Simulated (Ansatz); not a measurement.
Pd in the fcc (Cu type) structure; conventional cell a = 3.9421 Å, b = 3.9421 Å, c = 3.9421 Å, α = 90.00°, β = 90.00°, γ = 90.00°.

By how much do the lattice constants and the volume change from 300 K to 650 K (quasi-harmonic lattice dynamics, PBE density-functional theory in Ansatz (plane waves, PAW)), and how far does the bulk modulus soften?

a by 0.54 %, the volume by 1.62 %; B_T goes from 156 to 140 GPa. The crystal is held in this phase throughout; melting and phase transitions are not modelled.

Ansatz is a first-principles code.
